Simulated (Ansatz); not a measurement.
Defect migration in monoclinic ZrO2: interstitial Na, charge state +1. All values below come from PBE, PAW (plane waves to 420 eV; Ansatz, a quantum-chemistry and plane-wave program).

Cell of 96 host sites held at the relaxed PBE lattice; the Γ point alone; Fermi-Dirac width 0.01 eV, spin-restricted; finite-size errors left in. No zero-point or tunnelling terms. The charge state is imposed; whether it is stable for some Fermi level was not computed. Sites that were not tried may lie lower.

Barriers: single points on a 2×2×2 k-point mesh shifted by half a step at the bands' geometries.

Relaxed starting cell (atoms counted from 1):

```xyz
97
Lattice="10.3787 0.0000 0.0000 0.0000 10.4835 0.0000 -1.8071 0.0000 10.6048" Properties=species:S:1:pos:R:3 pbc="T T T"
Zr     0.7732     2.3724     3.7640
Zr    -0.1166     2.3997     9.0784
Zr     0.7682     7.6371     3.7805
Zr    -0.1100     7.6479     9.0879
Zr     5.9497     2.4089     3.7593
Zr     5.0862     2.3991     9.0506
Zr     5.9955     7.6515     3.7460
Zr     5.0917     7.6482     9.0357
Zr     3.4799     2.7829     1.5389
Zr     2.5672     2.8073     6.8900
Zr     3.5084     8.1911     1.5180
Zr     2.5925     8.0959     6.8579
Zr     8.6914     2.8537     1.5385
Zr     7.7764     2.8391     6.8244
Zr     8.6906     8.1230     1.5391
Zr     7.7752     8.1034     6.8296
Zr     2.8907     4.9786     4.4008
Zr     2.1593     5.0004     9.5072
Zr     3.0409    10.2522     4.2013
Zr     2.1573    10.2705     9.4779
Zr     8.2347     5.0192     4.1752
Zr     7.3734     5.0215     9.4456
Zr     8.2187    10.2710     4.1814
Zr     7.3331    10.2605     9.4796
Zr     1.2276     0.2334     1.1091
Zr     0.3245     0.2239     6.4149
Zr     1.2102     5.4790     1.1471
Zr     0.2796     5.4730     6.4843
Zr     6.4546     0.2522     1.1040
Zr     5.5224     0.2320     6.4057
Zr     6.5941     5.4841     1.0067
Zr     5.5387     5.4771     6.3879
O     -0.4359     0.9061     4.5030
O     -1.3377     0.9187     9.8096
O     -0.4266     6.1474     4.5290
O     -1.2866     6.1418     9.8136
O      4.7504     0.9144     4.5057
O      3.8687     0.9216     9.7987
O      4.7320     6.1302     4.4569
O      3.9035     6.1403     9.7721
O      4.8125     4.2688     0.7441
O      3.7919     4.3193     6.1429
O      4.7119     9.6341     0.7865
O      3.8106     9.5709     6.0956
O      9.9016     4.3467     0.7926
O      8.9685     4.3487     6.1088
O      9.9070     9.5881     0.7877
O      8.9965     9.5766     6.0883
O      4.2238     3.5395     3.4654
O      3.3644     3.5208     8.7454
O      4.2736     8.7778     3.4343
O      3.3677     8.7741     8.7492
O      9.4552     3.5334     3.4496
O      8.5611     3.5304     8.7409
O      9.4525     8.7907     3.4394
O      8.5507     8.7797     8.7461
O      0.0224     1.7188     1.8582
O     -0.8738     1.7169     7.1570
O      0.0213     6.9754     1.8579
O     -0.8947     6.9685     7.1794
O      5.2033     1.7098     1.8579
O      4.3019     1.7033     7.1604
O      5.3354     7.0714     1.7565
O      4.3158     6.9597     7.1319
O      1.3838     3.8429     5.2583
O      0.5764     3.8844    10.5203
O      1.4624     9.1112     5.1797
O      0.5635     9.1422    10.4760
O      6.6399     3.9043     5.1492
O      5.7853     3.9229    10.4396
O      6.6418     9.1445     5.1609
O      5.7425     9.1535    10.4702
O      2.8248     1.3290     0.1236
O      1.9222     1.3215     5.4306
O      2.8764     6.5703     0.2300
O      1.8952     6.5499     5.5073
O      8.0232     1.3698     0.1216
O      7.1059     1.3507     5.4208
O      8.0932     6.6189     0.0761
O      7.1056     6.5993     5.3993
O      2.3756     1.2828     2.7732
O      1.4737     1.2866     8.0886
O      2.3470     6.5218     2.8623
O      1.4594     6.5300     8.1371
O      7.5621     1.3001     2.7715
O      6.6650     1.2774     8.0714
O      7.6050     6.5257     2.7485
O      6.6762     6.5166     8.0446
O      1.9135     3.9879     2.5682
O      0.9975     3.9761     7.8736
O      1.9121     9.2292     2.5209
O      1.0085     9.2224     7.8295
O      7.1042     3.9937     2.4933
O      6.2054     3.9715     7.7963
O      7.1068     9.2362     2.5227
O      6.1975     9.2111     7.8125
Na     4.1668     5.4681     2.3071
```
Cell charge +1.

End state 1 differs by these moves (Å; atoms that move under 0.08 Å are left out):

| atom | element | Δx | Δy | Δz |
|---|---|---|---|---|
| 5 | Zr | 0.02 | -0.11 | 0.02 |
| 11 | Zr | 0.02 | -0.11 | 0.02 |
| 17 | Zr | -0.01 | 0.03 | -0.11 |
| 31 | Zr | -0.01 | 0.03 | -0.11 |
| 39 | O | -0.07 | 0.10 | 0.10 |
| 41 | O | -0.07 | 0.10 | 0.10 |
| 49 | O | -0.08 | -0.12 | 0.08 |
| 63 | O | -0.08 | -0.12 | 0.08 |
| 69 | O | -0.04 | 0.02 | -0.08 |
| 75 | O | -0.04 | 0.02 | -0.08 |
| 97 | Na | 1.14 | -0.44 | 0.69 |

Q: Estimate the forward and backward barriers to end state 1 that PBE, PAW returns for this input.

A: forward 0.11 eV, backward 0.11 eV; at the saddle point atom 97 has neighbours 4 O at 2.09, 2 O at 2.63; 2 Zr at 2.56 Å. The saddle point's order was not checked, and it lies on a symmetry element of the cell, where a band can be held.

End state 2 differs by these moves (Å; atoms that move under 0.08 Å are left out):

```json
[
 {"atom": "8", "element": "Zr", "Δx": "0.14", "Δy": "-0.02", "Δz": "-0.07"},
 {"atom": "9", "element": "Zr", "Δx": "0.01", "Δy": "0.08", "Δz": "0.01"},
 {"atom": "10", "element": "Zr", "Δx": "0.04", "Δy": "0.04", "Δz": "-0.06"},
 {"atom": "11", "element": "Zr", "Δx": "-0.17", "Δy": "-0.05", "Δz": "0.23"},
 {"atom": "17", "element": "Zr", "Δx": "0.15", "Δy": "0.04", "Δz": "-0.19"},
 {"atom": "18", "element": "Zr", "Δx": "-0.01", "Δy": "-0.08", "Δz": "-0.03"},
 {"atom": "31", "element": "Zr", "Δx": "-0.15", "Δy": "-0.02", "Δz": "0.09"},
 {"atom": "40", "element": "O", "Δx": "0.07", "Δy": "-0.10", "Δz": "-0.06"},
 {"atom": "41", "element": "O", "Δx": "-0.09", "Δy": "0.07", "Δz": "0.04"},
 {"atom": "52", "element": "O", "Δx": "0.09", "Δy": "0.07", "Δz": "-0.05"},
 {"atom": "63", "element": "O", "Δx": "-0.15", "Δy": "-0.09", "Δz": "0.05"},
 {"atom": "65", "element": "O", "Δx": "0.07", "Δy": "0.05", "Δz": "-0.08"},
 {"atom": "75", "element": "O", "Δx": "-0.08", "Δy": "0.02", "Δz": "-0.02"},
 {"atom": "91", "element": "O", "Δx": "-0.08", "Δy": "0.04", "Δz": "0.09"},
 {"atom": "97", "element": "Na", "Δx": "0.45", "Δy": "2.18", "Δz": "-2.65"}
]
```

Q: Predict the forward and backward barriers to end state 2 from PBE, PAW.

A: forward 2.58 eV, backward 2.58 eV; at the saddle point atom 97 has neighbours O at 1.94, O at 1.97, O at 2.09, O at 2.11; Zr at 2.40 Å. The saddle point's order was not checked.
